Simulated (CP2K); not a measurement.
Input and output of a self-consistent single point for Hg₃Pt (I4/mmm, 4 atoms in the cell) (CP2K).

Level of theory: CP2K with PBEsol, GPW, DZVP-MOLOPT-SR-GTH basis, GTH-PBE potentials (GTH_POTENTIALS).

```xyz
4
Lattice="5.5044 0.0000 0.0000 2.2931 5.0041 0.0000 -3.8987 -2.5020 2.9729" Properties=species:S:1:pos:R:3 pbc="T T T"
Hg     2.7522     0.0000     1.4865
Hg     1.1465     2.5020     1.4865
Hg     3.8987     2.5020     0.0000
Pt     0.0000     0.0000     0.0000
```

Reference input (self-consistent single point, DFT LDA (Pade form), GPW, DZVP-MOLOPT-SR-GTH basis, GTH-PADE potentials (GTH_POTENTIALS)): CUTOFF = 500 Ry; REL_CUTOFF = 60 Ry; SMEAR/METHOD = FERMI_DIRAC; ELECTRONIC_TEMPERATURE = 1160.45 K; KPOINTS/SCHEME = MONKHORST-PACK 8 8 8; GAMMA_CENTERED = T; XC_FUNCTIONAL = PADE; Hg/BASIS_SET = DZVP-MOLOPT-SR-GTH; Hg/POTENTIAL = GTH-PADE-q12; Pt/BASIS_SET = DZVP-MOLOPT-SR-GTH; Pt/POTENTIAL = GTH-PADE-q18; METHOD = GPW. This run's input differs from it in these lines:

```diff
@@ -43,3 +43,6 @@
     &XC
-      &XC_FUNCTIONAL PADE
+      &XC_FUNCTIONAL
+        &PBE
+          PARAMETRIZATION PBESOL
+        &END PBE
       &END XC_FUNCTIONAL
@@ -76,3 +79,3 @@
       BASIS_SET DZVP-MOLOPT-SR-GTH
-      POTENTIAL GTH-PADE-q12
+      POTENTIAL GTH-PBE-q12
     &END KIND
@@ -80,3 +83,3 @@
       BASIS_SET DZVP-MOLOPT-SR-GTH
-      POTENTIAL GTH-PADE-q18
+      POTENTIAL GTH-PBE-q18
     &END KIND
```

Log, with long lists cut:

```
 SCF WAVEFUNCTION OPTIMIZATION

  Step     Update method      Time    Convergence         Total energy    Change
     1 NoMix/Diag. 0.20E+00      -     0.84945228      -243.6500622981 -2.44E+02
     2 Broy./Diag. 0.20E+00      -     0.06675822      -245.5116659829 -1.86E+00
     3 Broy./Diag. 0.20E+00      -     0.09693599      -244.3395567538  1.17E+00
     4 Broy./Diag. 0.20E+00      -     0.02299728      -243.3343446960  1.01E+00
     5 Broy./Diag. 0.20E+00      -     0.00803305      -243.1690175637  1.65E-01
     6 Broy./Diag. 0.20E+00      -     0.00092927      -243.2252956987 -5.63E-02
   [... 4 lines left out ...]
    11 Broy./Diag. 0.20E+00      -     0.00000815      -243.2250804008  3.89E-05
    12 Broy./Diag. 0.20E+00      -     0.00000103      -243.2250660502  1.44E-05
    13 Broy./Diag. 0.20E+00      -     0.00000134      -243.2250583946  7.66E-06
    14 Broy./Diag. 0.20E+00      -     0.00000005      -243.2250584445 -4.99E-08
  *** SCF run converged in    14 steps ***

  Overlap energy of the core charge distribution:               0.00000000039163
  Self energy of the core charge distribution:               -396.59558304546499
  Core Hamiltonian energy:                                    105.94722171179288
  Hartree energy:                                              76.64972562280400
  Exchange-correlation energy:                                -29.22491439053581
  Electronic entropic energy:                                  -0.00150834350156
  Fermi energy:                                                 0.35360679445289

  Total energy:                                              -243.22505844448699
  Total energy (extrapolated to T->0):                       -243.22430427273622

                     Mulliken Population Analysis

   [... lines left out ...]

 STRESS| Analytical stress tensor [bar]
 STRESS|                        x                   y                   z
 STRESS|      x       -6.37049432215E+04  -2.65367084925E+03  -4.27990544914E-02
 STRESS|      y       -2.65367084925E+03  -6.12724828296E+04  -2.74324103503E-02
 STRESS|      z       -4.27990544914E-02  -2.74324103503E-02  -5.95715684752E+04
 STRESS| 1/3 Trace                                            -6.15163315088E+04
```

The run converged in 14 iterations. Against the reference run the pressure goes from -16.80 to -6.15 GPa.

The starting cell comes from a database of computed structures (which also holds hypothetical and non-ambient phases and stackings), without a prior relaxation at this level. Spin polarisation is off. Values carry the incompleteness of an atom-centred basis. The potentials were made for another functional than the one used. With a pressure of about -6 GPa the cell is away from its equilibrium volume at this level.

Cost on one core of a shared machine: roughly 2 min.
